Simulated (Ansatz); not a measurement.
## V2O5 (Pmmn, No. 59, 14 atoms in the cell; start mp-624689)

All values below come from PBEsol in Ansatz (PAW).

Run with plane-wave cutoff 500 eV, 14×4×8 k mesh (along the axes of the cell as run), gaussian smearing 0.02 eV, no spin polarisation, scalar-relativistic PAW data made under PBE.

Cell (relaxed at this level):

```
CELL_PARAMETERS angstrom
      2.85806     0.00000     0.00000
      0.00000     9.45863     0.00000
      0.00000     0.00000     7.41856
ATOMIC_POSITIONS crystal
  V  0.50000 0.18737 0.33947
  V  0.50000 0.81263 0.33947
  V  0.00000 0.31263 0.66053
  V  0.00000 0.68737 0.66053
  O  0.50000 0.72721 0.79485
  O  0.50000 0.27279 0.79485
  O  0.00000 0.77279 0.20515
  O  0.00000 0.22721 0.20515
  O  0.50000 0.64945 0.47043
  O  0.50000 0.35055 0.47043
  O  0.00000 0.85055 0.52957
  O  0.00000 0.14945 0.52957
  O  0.50000 0.00000 0.30802
  O  0.00000 0.50000 0.69198
```

```yaml
band_gap: 1.33 eV (on the SCF k mesh)
```

Note: the relaxation could not lower the start's symmetry, so the cell can be a saddle point above a distorted one; the cell has widely spaced layers and the level no dispersion term, so their spacing and the moduli can rest on weak binding.

A start named mp-… is a Materials Project structure, which need not be a measured phase.

Ansatz is a quantum-chemistry and plane-wave program.
